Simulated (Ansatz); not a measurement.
**Short convergence ladders for Sn₂Ir (I4mm, 3 atoms in the cell)**

```
CELL_PARAMETERS angstrom
      0.00000     3.19308     3.19308
      3.19308     0.00000     3.19308
      3.19308     3.19308     0.00000
ATOMIC_POSITIONS crystal
  Sn 0.75000 0.75000 0.75000
  Sn 0.25000 0.25000 0.25000
  Ir 0.00783 0.00783 0.99217
```

Base method: LDA (PW92), default PAW files made with PBE (plane waves; Ansatz, a program for electronic structure).

Base settings: basis.ecutwfc = 420 eV; kpoints.mp_grid.grid = 9 9 9; hamiltonian.xc = lda; hamiltonian.pseudopotentials = {kind: paw} (the program's default PAW files); scf.occupations.method = gaussian; scf.occupations.width = 0.1 eV.

The count of work is k-points × plane waves × bands × iterations; it is no time. Core times come from one kind of shared machine, to one figure; runs under 30 s give none.

**The cutoff for other potential files**

Level: DFT, LDA (PW92), plane waves, harder PAW files (source: ansatz) made with PBE.

In this ladder: hamiltonian.pseudopotentials = {kind: paw, source: ansatz}.

The second cell is the first with its lattice scaled by 0.98.

The mesh stays at the base's, so the ladder's end is converged at best in this setting alone.

The first pressure column holds Ansatz's estimate of the finite-basis (Pulay) stress, which hides part of the cutoff error; the other is without it.

Only quantities that move along the ladder and can be compared are tabulated.

```tsv
basis.ecutwfc	free energy less the last step's (meV/atom)	energy of the compressed cell less the first (meV/atom)	pressure (GPa)	pressure without the Pulay estimate (GPa)	largest difference of a force vector from the last step's (eV/Å)	count of work / last	core time / last (rough)
290 eV	38878.42	-92.74	0.92	-1542.11	2.288	0.085	–
350 eV	7073.49	-111.76	-7.54	-360.83	0.620	0.11	–
450 eV	317.91	-8.36	-4.78	-28.32	0.016	0.19	0.2
545 eV	9.88	-8.16	-4.76	-5.76	0.000	0.28	0.3
640 eV	1.34	-8.01	-4.75	-4.78	0.000	0.32	0.3
770 eV	0.77	-8.01	-4.75	-4.76	0.000	0.41	0.2
960 eV	0.22	-8.00	-4.75	-4.76	0.000	0.65	0.4
1280 eV	0.00	-8.00	-4.75	-4.76	0.000	1.0	1
```

Coarsest basis.ecutwfc that holds the free energy within 5 meV/atom of the last step, with all finer ones: 640 eV, at 0.32 of the last step's count of work and about 0.3 of the last step's time; the step before is off by 9.9 meV/atom.

Coarsest basis.ecutwfc that holds the energy of the compressed cell less the first within 2 meV/atom of the last step, with all finer ones: 450 eV, at 0.19 of the last step's count of work and about 0.2 of the last step's time; the step before is off by 100 meV/atom.

Coarsest basis.ecutwfc that holds the pressure within 0.5 GPa of the last step, with all finer ones: 450 eV, at 0.19 of the last step's count of work and about 0.2 of the last step's time; the step before is off by 2.8 GPa.

The energy difference between the two cells stays within 1 meV/atom of the last step's from 450 eV on, the total only from 770 eV on: much of the error is common to both cells and cancels.

At the lowest cutoff the pressure without the Pulay estimate lies 1540 GPa under the last step's, the usual sign of Pulay stress in an incomplete plane-wave basis.

**The relaxed cell against the cutoff**

On Sn2Ir (Fm-3m, 3 atoms in the cell): atoms on their sites.

In this ladder: relax = cell and atoms.

The mesh stays at the base's, so the ladder's end is converged at best in this setting alone.

Only quantities that move along the ladder and can be compared are tabulated.

| basis.ecutwfc | relaxed volume (Å³/atom) | relaxation steps | core time / last (rough) |
|---|---|---|---|
| 250 eV | 21.165 | 16 | 0.4 |
| 295 eV | 20.969 | 10 | 0.5 |
| 355 eV | 20.884 | 7 | 0.4 |
| 420 eV | 20.868 | 6 | – |
| 505 eV | 20.865 | 6 | 0.3 |
| 630 eV | 20.864 | 6 | 0.5 |
| 840 eV | 20.864 | 6 | 1 |

Coarsest basis.ecutwfc that holds the relaxed volume within 0.042 Å³/atom of the last step, with all finer ones: 355 eV, at about 0.4 of the last step's time; the step before is off by 0.10 Å³/atom.

At the lowest cutoff the cell relaxes to a volume 1.4 % larger than at the highest. Ansatz relaxes on a stress corrected for the finite basis.

On the base run: the starting cell comes from a database of computed structures (which also holds hypothetical and non-ambient phases and stackings), without a prior relaxation at this level. Its lattice was rescaled by up to half a per cent. One atom was moved a little off its site on purpose. Spin polarisation is off.

Left out of this page: 1 run of the series failed or unconverged.

Keys are those of Ansatz 0.2.
